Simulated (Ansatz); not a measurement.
```yaml
crystal:
  lattice:
    - [13.50000, 0.00000, 0.00000]
    - [0.00000, 13.50000, 0.00000]
    - [0.00000, 0.00000, 4.40213]
  atoms:
    - { symbol: Na, position: [0.41620, 0.41620, 0.00000] }
    - { symbol: F, position: [0.41335, 0.41335, 0.50000] }
    - { symbol: F, position: [0.41335, 0.58665, 0.00000] }
    - { symbol: Na, position: [0.41620, 0.58380, 0.50000] }
    - { symbol: F, position: [0.58665, 0.41335, 0.00000] }
    - { symbol: Na, position: [0.58380, 0.41620, 0.50000] }
    - { symbol: Na, position: [0.58380, 0.58380, 0.00000] }
    - { symbol: F, position: [0.58665, 0.58665, 0.50000] }
```

The numbers are results of PBE (plane waves to 420 eV, PAW; Ansatz, an electronic-structure program), not measurements. Mesh 1×1×68. No spin polarisation. One-dimensional cell, images about 11 Å apart. A hypothetical model. Symmetry and one short period hold its shape; lower forms weren't sought.

Task: Tabulate the two highest filled and two lowest empty levels along the axis, from the valence top.

Result: 
| k (2π/c) | v2 (eV) | v1 (eV) | c1 (eV) | c2 (eV) |
|---|---|---|---|---|
| 0.000 | -0.08 | 0.00 | 5.52 | – |
| 0.042 | -0.09 | 0.00 | 5.54 | – |
| 0.083 | -0.09 | -0.01 | 5.59 | – |
| 0.125 | -0.08 | -0.03 | 5.67 | – |
| 0.167 | -0.08 | -0.04 | – | – |
| 0.208 | -0.07 | -0.07 | – | – |
| 0.250 | -0.07 | -0.07 | – | – |
| 0.292 | -0.07 | -0.07 | – | – |
| 0.333 | -0.07 | -0.07 | – | – |
| 0.375 | -0.08 | -0.08 | – | – |
| 0.417 | -0.08 | -0.08 | – | – |
| 0.458 | -0.09 | -0.09 | – | – |
| 0.500 | -0.10 | -0.10 | – | – |
A dash stands for levels within 1 eV of the vacuum level or above it.
